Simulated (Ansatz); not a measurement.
Take ZnO in the wurtzite structure (space group P6_3mc, No. 186) as the base.

```
ZnO
1.0
    3.23524     0.00000     0.00000
   -1.61762     2.80180     0.00000
    0.00000     0.00000     5.21128
Zn O
2 2
Cartesian
  1.61762   0.93393   0.01266
  0.00000   1.86787   2.61831
  1.61762   0.93393   3.24543
  0.00000   1.86787   0.63979
```

Level of theory: Ansatz (an electronic-structure program), r2SCAN, PAW, cutoff 500 eV, without spin-orbit coupling, earlier PAW set.

For the base:

| Item | Value |
|---|---|
| Volume per atom | 11.81 Å³ |
| Valence-band top at Γ | 0.00, 0.00, -0.10 eV |
| Gap character | direct at Γ |
| Band gap | 1.23 eV |

Now apply this change: S takes the place of O on all its sites, then cell and atoms are relaxed.

Tabulated Pauling electronegativity and covalent radius: O 3.44, 0.66 Å; S 2.58, 1.05 Å.

**Question.** Estimate the effect on the volume per atom, valence-band top at Γ, gap character and band gap.

**Answer.** The volume per atom goes up by 7.79 Å³ (11.81 Å³ → 19.60 Å³); the valence-band top at Γ (three highest levels, from the VBM) goes from 0.00, 0.00, -0.10 eV to 0.00, 0.00, -0.09 eV; the gap character is still direct at Γ; the band gap goes up by 1.54 eV to 2.77 eV.

Whether these cells are dynamically stable was not tested.
